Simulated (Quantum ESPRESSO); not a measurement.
Energy against c/a at fixed volume: hcp Ti (space group 194) (Quantum ESPRESSO, PBE)

```yaml
crystal:
  lattice:
    - [2.98080, 0.00000, 0.00000]
    - [-1.49040, 2.58145, 0.00000]
    - [0.00000, 0.00000, 4.53972]
  atoms:
    - { symbol: Ti, position: [0.66667, 0.33333, 0.75000] }
    - { symbol: Ti, position: [0.33333, 0.66667, 0.25000] }
```

Method: PBE, PSlibrary PAW (PBE) pseudopotentials (plane waves; Quantum ESPRESSO). Settings: ecutwfc = 78 Ry; ecutrho = 858 Ry; occupations = smearing; smearing = fermi-dirac; degauss = 0.0036749 Ry; potentials = {Ti: Ti.pbe-spn-kjpaw_psl.1.0.0.UPF}; K_POINTS = automatic 26 26 14 0 0 0; conv_thr = 1e-10 Ry. The cell above is the first row's. The rows change c/a at fixed volume. In all rows fractional positions and the k mesh are held. E is the free energy at the stated smearing, counted from the lowest row.

| c/a | E (meV/atom) |
|---|---|
| 1.5230 | ? |
| 1.5388 | 3.07 |
| 1.5547 | 1.22 |
| 1.5706 | 0.20 |
| 1.5864 | 0.00 |
| 1.6023 | 0.58 |
| 1.6182 | 1.92 |
| 1.6340 | 4.01 |
| 1.6499 | 6.80 |

Problem. Using a cubic, estimate the missing E at c/a = 1.5230 from the other rows, showing the fit.

Solution. With u = c/a - 1.59, the rows have u = -0.05120, -0.03530, -0.01940, -0.00360, 0.01230, 0.02820, 0.04400, 0.05990. Least squares gives E = 0.061 + 23.23·u + 1550.8·u² - 997·u³. Residuals (row less fit): -0.001, 0.003, -0.001, 0.002, 0.001, -0.007, 0.009, -0.002; standard error 0.006 (degrees of freedom: 4). The fitted curve has its minimum at c/a = 1.58, where E = -0.03. To one more digit the minimum is at c/a = 1.583; the ideal close-packed ratio is 1.633. At the withheld row, u = -0.06700, so E = 0.061 + 23.23 × (-0.06700) + 1550.8 × (-0.06700)² - 997 × (-0.06700)³ = 5.766 meV/atom. The calculation gives 5.78 meV/atom, 0.014 meV/atom above the prediction (0.2 % of the range of E in the table). The row lies outside the fitted rows, so this is an extrapolation. From the scatter of the fitted rows alone, a prediction at this place has a standard error of 0.017 meV/atom, so the miss is 0.8 times that.

Carrying the step between the two nearest rows on in a straight line would have given 4.91, off by 0.87; series whose last step already gives the withheld value aren't shown. The reference cell has the volume at which an earlier scan in this program and functional put its minimum by a fit; axis ratios and inner coordinates come from a measured-size cell. The runs keep the symmetry of the cell, so they don't test it for distortions. The best c/a moves a little with volume. Spin polarisation is off. In metals such curves are sensitive to mesh and smearing. Cutoffs and mesh are single choices, not tested for convergence of this quantity. Series with a scatter that would blur these digits, or in which a gap closes, are not shown. Strain series were run only where this level's volume lies within 10 % of a first guess from the measured size.
